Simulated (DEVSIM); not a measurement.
System: Si p+/n-/n+ power diode, at 350 K.

| layer (left to right) | material | thickness (μm) | Nd (cm⁻³) | Na (cm⁻³) | τn (s) | τp (s) |
|---|---|---|---|---|---|---|
| 1 | Si | 2.30 | - | 4.3e18 | 1.2e-6 | 1.2e-6 |
| 2 | Si | 56.0 | 1.2e15 | - | 1.2e-6 | 1.2e-6 |
| 3 | Si | 1.10 | 1.1e17 | - | 1.2e-6 | 1.2e-6 |

Left contact: ohmic. Right contact: ohmic. Voltage is applied to the left contact. Recombination: SRH at mid-gap, Auger. Mobility is μmin + (μ − μmin)/(1 + (N/Nref)^α).

This is a model device: material constants are rounded textbook-type values typed into the input, and sizes, dopings and lifetimes were drawn at random. Values at 300 K; Nc and Nv go as T^1.5, mobilities as T to minus their exponent, the gap by Varshni's rule with the affinity fixed.

```csv
parameter,Si
gap (eV),1.124
affinity (eV),4.05
permittivity,11.7
Nc (cm⁻³),2.86e19
Nv (cm⁻³),3.1e19
μn (cm²/Vs),1417
μp (cm²/Vs),470
"μn,min",52
"μp,min",45
"Nref,n",9.7e16
"Nref,p",2.2e17
αn,0.68
αp,0.72
T exponent of μn,2.3
T exponent of μp,2.2
Cn (cm⁶/s),2.8e-31
Cp (cm⁶/s),9.9e-32
Varshni α (eV/K),0.000473
Varshni β (K),636
```

Simulated with DEVSIM: 1D drift-diffusion, Boltzmann statistics, complete ionisation; no tunnelling, impact ionisation, image-force lowering or self-heating.

Question: Tabulate band edges, carrier densities and field at -50.0 V on the left contact.

Answer: Energies count from the Fermi level of the right contact; mesh points crowd at the junctions.

| x (μm) | Ec (eV) | Ev (eV) | n (cm⁻³) | p (cm⁻³) | field (V/cm) |
|---|---|---|---|---|---|
| 0.000 | 51.044 | 49.933 | 33000 | 4.3e18 | ≈ 0 |
| 0.06012 | 51.044 | 49.933 | 32000 | 4.3e18 | ≈ 0 |
| 0.2561 | 51.044 | 49.933 | 30000 | 4.3e18 | ≈ 0 |
| 0.9438 | 51.044 | 49.933 | 20000 | 4.3e18 | ≈ 0 |
| 2.046 | 51.044 | 49.933 | 3700 | 4.3e18 | ≈ 0 |
| 2.240 | 51.044 | 49.933 | 830 | 4.3e18 | ≈ 0 |
| 2.300 | 50.993 | 49.882 | < 1e2 | 7.8e17 | -160000 |
| 2.404 | 49.574 | 48.463 | 9500 | 2400000 | -140000 |
| 2.711 | 45.512 | 44.402 | 50000 | 2400000 | -130000 |
| 3.815 | 32.340 | 31.229 | 230000 | 2400000 | -110000 |
| 7.509 | 4.741 | 3.631 | 2300000 | 2100000 | -40000 |
| 30.14 | 0.311 | -0.800 | 1.2e15 | 4.8e7 | ≈ 0 |
| 50.08 | 0.311 | -0.800 | 1.2e15 | 7.0e7 | ≈ 0 |
| 56.00 | 0.311 | -0.800 | 1.2e15 | 7.3e7 | ≈ 0 |
| 57.87 | 0.309 | -0.802 | 1.3e15 | 6.8e7 | -160 |
| 58.20 | 0.279 | -0.831 | 3.4e15 | 2.6e7 | -3000 |
| 58.29 | 0.222 | -0.888 | 2.3e16 | 3900000 | -13000 |
| 58.33 | 0.179 | -0.932 | 9.6e16 | 930000 | -3000 |
| 58.54 | 0.175 | -0.936 | 1.1e17 | 910000 | ≈ 0 |
| 59.04 | 0.175 | -0.936 | 1.1e17 | 1100000 | ≈ 0 |
| 59.30 | 0.175 | -0.936 | 1.1e17 | 1300000 | ≈ 0 |
| 59.40 | 0.175 | -0.936 | 1.1e17 | 1300000 | ≈ 0 |
